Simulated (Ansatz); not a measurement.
Consider Sn in the diamond structure (space group Fd-3m, No. 227).

```
Sn
1.0
    0.00000     3.28336     3.28336
    3.28336     0.00000     3.28336
    3.28336     3.28336     0.00000
Sn
2
Direct
  0.25000   0.25000   0.25000
  0.00000   0.00000   0.00000
```

Cartesian axes are those of the cell as printed.

All numbers come from DFT with r2SCAN, PAW potentials and a 500 eV plane-wave cutoff in Ansatz (a program for electronic structure), scalar-relativistic without spin-orbit coupling.

Base values:

- Shortest interatomic distance = 284.3 pm
- Band gap = zero

Modification: uniaxial stress, 2 GPa tension along x, with the cell and atoms free to relax against it.

### Question
Estimate the effect on the energy relative to the base, shortest interatomic distance and band gap.

### Answer
The energy increases by 8.9 meV/atom; the shortest interatomic distance grows by 1.72 pm (284.3 pm → 286.1 pm); the band gap remains zero.

Load acts through the strain it causes; cell and atoms are relaxed under it. Beyond what the load breaks, stability against distortions was not tested.
